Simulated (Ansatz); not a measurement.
## Several settings converged on BaSn3Au (I4mm, 5 atoms in the cell)

```
BaSn3Au
1.0
   -2.52253     2.52253     5.57728
    2.52253    -2.52253     5.57728
    2.52253     2.52253    -5.57728
Ba Sn Au
1 3 1
Direct
  0.00476   0.00476   0.00000
  0.60129   0.60129   0.00000
  0.74955   0.24955   0.50000
  0.24955   0.74955   0.50000
  0.35723   0.35723   0.00000
```

Base method: LDA (PW92), default PAW files made with PBE (plane waves; Ansatz, an electronic-structure program).

Base settings: basis.ecutwfc = 30.9 Ry; kpoints.mp_grid.grid = 7 7 7; hamiltonian.xc = lda; hamiltonian.pseudopotentials = {kind: paw} (the program's default PAW files); scf.occupations.method = fermi_dirac; scf.occupations.width = 0.0073 Ry.

The count of work is k-points × plane waves × bands × iterations; it is no time. Core times come from one kind of shared machine, to one figure; runs under 30 s give none.

**Shifted k-point meshes**

In this ladder: kpoints.mp_grid.shift = 0.5 0.5 0.5.

Only quantities that move along the ladder and can be compared are tabulated.

| kpoints.mp_grid.grid | free energy less the last step's (meV/atom) | pressure (GPa) | largest difference of a force vector from the last step's (eV/Å) | count of work / last | core time / last (rough) |
|---|---|---|---|---|---|
| 2 2 2 | 5.82 | -2.52 | 0.575 | 0.0076 | – |
| 4 4 4 | 20.21 | -2.72 | 0.063 | 0.032 | – |
| 6 6 6 | 5.95 | -2.84 | 0.026 | 0.081 | – |
| 8 8 8 | -0.35 | -2.90 | 0.024 | 0.16 | 0.2 |
| 10 10 10 | 0.35 | -2.90 | 0.006 | 0.29 | 0.4 |
| 16 16 16 | 0.00 | -2.91 | 0.000 | 1.0 | 1 |

Coarsest kpoints.mp_grid.grid that holds the forces within 0.02 eV/Å of the last step, with all finer ones: 10 10 10, at 0.29 of the last step's count of work and about 0.4 of the last step's time; the step before is off by 0.024 eV/Å.

Coarsest kpoints.mp_grid.grid that holds the pressure within 0.1 GPa of the last step, with all finer ones: 6 6 6, at 0.081 of the last step's count of work; the step before is off by 0.19 GPa.

Coarsest kpoints.mp_grid.grid that holds the free energy within 2 meV/atom of the last step, with all finer ones: 8 8 8, at 0.16 of the last step's count of work and about 0.2 of the last step's time; the step before is off by 6.0 meV/atom.

**The k-point mesh at a smearing width of 0.3 eV**

In this ladder: scf.occupations.width = 0.022 Ry.

Only quantities that move along the ladder and can be compared are tabulated.

| kpoints.mp_grid.grid | free energy less the last step's (meV/atom) | pressure (GPa) | largest difference of a force vector from the last step's (eV/Å) | count of work / last | core time / last (rough) |
|---|---|---|---|---|---|
| 3 3 3 | -6.26 | -2.68 | 0.108 | 0.013 | – |
| 5 5 5 | 5.14 | -2.41 | 0.043 | 0.037 | – |
| 7 7 7 | -0.28 | -2.47 | 0.008 | 0.083 | – |
| 10 10 10 | 0.04 | -2.47 | 0.001 | 0.21 | 0.2 |
| 15 15 15 | 0.00 | -2.47 | 0.000 | 0.60 | 0.4 |
| 18 18 18 | 0.00 | -2.47 | 0.000 | 1.0 | 1 |

Coarsest kpoints.mp_grid.grid that holds the forces within 0.005 eV/Å of the last step, with all finer ones: 10 10 10, at 0.21 of the last step's count of work and about 0.2 of the last step's time; the step before is off by 0.008 eV/Å.

Coarsest kpoints.mp_grid.grid that holds the pressure within 0.05 GPa of the last step, with all finer ones: 7 7 7, at 0.083 of the last step's count of work; the step before is off by 0.06 GPa.

Coarsest kpoints.mp_grid.grid that holds the free energy within 0.5 meV/atom of the last step, with all finer ones: 7 7 7, at 0.083 of the last step's count of work; the step before is off by 5.1 meV/atom.

**The mesh under tetrahedron occupations**

In this ladder: scf.occupations.method = tetrahedron; scf.occupations.width = default.

Only quantities that move along the ladder and can be compared are tabulated.

| kpoints.mp_grid.grid | free energy less the last step's (meV/atom) | pressure (GPa) | largest difference of a force vector from the last step's (eV/Å) | count of work / last | core time / last (rough) |
|---|---|---|---|---|---|
| 4 4 4 | 24.44 | -3.00 | 0.073 | 0.033 | – |
| 5 5 5 | 14.14 | -3.10 | 0.023 | 0.045 | – |
| 6 6 6 | 4.45 | -3.07 | 0.077 | 0.074 | – |
| 9 9 9 | 0.84 | -3.04 | 0.005 | 0.19 | 0.2 |
| 14 14 14 | -0.09 | -3.01 | 0.005 | 0.60 | 0.7 |
| 17 17 17 | 0.00 | -3.00 | 0.000 | 1.0 | 1 |

Coarsest kpoints.mp_grid.grid that holds the free energy within 1 meV/atom of the last step, with all finer ones: 9 9 9, at 0.19 of the last step's count of work and about 0.2 of the last step's time; the step before is off by 4.5 meV/atom.

Coarsest kpoints.mp_grid.grid that holds the forces within 0.02 eV/Å of the last step, with all finer ones: 9 9 9, at 0.19 of the last step's count of work and about 0.2 of the last step's time; the step before is off by 0.077 eV/Å.

Coarsest kpoints.mp_grid.grid that holds the pressure within 0.05 GPa of the last step, with all finer ones: 9 9 9, at 0.19 of the last step's count of work and about 0.2 of the last step's time; the step before is off by 0.07 GPa.

On the base run: the starting cell comes from a database of computed structures (which also holds hypothetical and non-ambient phases and stackings), without a prior relaxation at this level. Its lattice was rescaled by up to half a per cent. One atom was moved a little off its site on purpose. Ansatz's pressure includes its estimate of the finite-basis (Pulay) stress.

Keys are those of Ansatz 0.2.
